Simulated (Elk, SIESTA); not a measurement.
A SIESTA input for a self-consistent single point of ZnSe (F-43m, 2 atoms in the cell) (DFT, LDA PW92, numerical atomic orbitals TZP, PseudoDojo LDA standard norm-conserving potentials (rewritten from UPF to PSML)):

```
# files in the folder: Zn.psml Se.psml (PseudoDojo LDA standard)
SystemName  ZnSe
SystemLabel siesta

NumberOfAtoms                2
NumberOfSpecies              2
%block ChemicalSpeciesLabel
  1 30 Zn
  2 34 Se
%endblock ChemicalSpeciesLabel
LatticeConstant              1.0 Ang
%block LatticeVectors
     0.000000000    2.835000000    2.835000000
     2.835000000    0.000000000    2.835000000
     2.835000000    2.835000000    0.000000000
%endblock LatticeVectors
AtomicCoordinatesFormat      Ang
%block AtomicCoordinatesAndAtomicSpecies
     0.000000000    0.000000000    0.000000000  1
     1.417500000    1.417500000    1.417500000  2
%endblock AtomicCoordinatesAndAtomicSpecies

XC.functional                LDA
XC.authors                   PW92
PAO.BasisSize                TZP
PAO.EnergyShift              0.01 Ry
MeshCutoff                   300 Ry
%block kgrid.MonkhorstPack
   10   0   0  0.0
    0  10   0  0.0
    0   0  10  0.0
%endblock kgrid.MonkhorstPack
OccupationFunction           FD
ElectronicTemperature        0.01 eV

MaxSCFIterations             150
SCF.Mixer.Method             Pulay
SCF.Mixer.Weight             0.25
SCF.Mixer.History            6
SCF.DM.Tolerance             1.0E-04
Diag.ParallelOverK           true
WriteForces                  true
Charge.Mulliken              end
```

Give the Elk input for the same structure, mesh, smearing and functional.

One input that does it (others would too):

```
tasks
  0

xctype
  3

rgkmax
  7.0

rmtscf
  0.91

stype
  3

swidth
  0.000367493

avec
    0.0000000000    5.3573735633    5.3573735633
    5.3573735633    0.0000000000    5.3573735633
    5.3573735633    5.3573735633    0.0000000000

sppath
  './'

atoms
  2   : nspecies
  'Zn.in'   : spfname
  1   : natoms; atposl, bfcmt below
  0.0000000000  0.0000000000  0.0000000000    0.0 0.0 0.0
  'Se.in'   : spfname
  1   : natoms; atposl, bfcmt below
  0.2500000000  0.2500000000  0.2500000000    0.0 0.0 0.0

ngridk
  10 10 10
```

Basis settings and potentials, where a program has them, do not carry over. This input uses DFT, LDA (PW92), all-electron FP-LAPW, Elk's shipped species files, default APW+lo basis. LDA parametrisations can differ slightly between programs. Both were run: gap on the mesh 1.252 eV in SIESTA and 1.026 in Elk.

On SIESTA: the starting cell has typed, rounded lattice constants, without a prior relaxation at this level. Values carry the incompleteness of an atom-centred basis. With a pressure of about -5 GPa the cell is away from its equilibrium volume at this level.

On Elk: the starting cell has typed, rounded lattice constants, without a prior relaxation at this level. Values depend on the basis (sphere radii, cutoffs, local orbitals), which need not be converged.
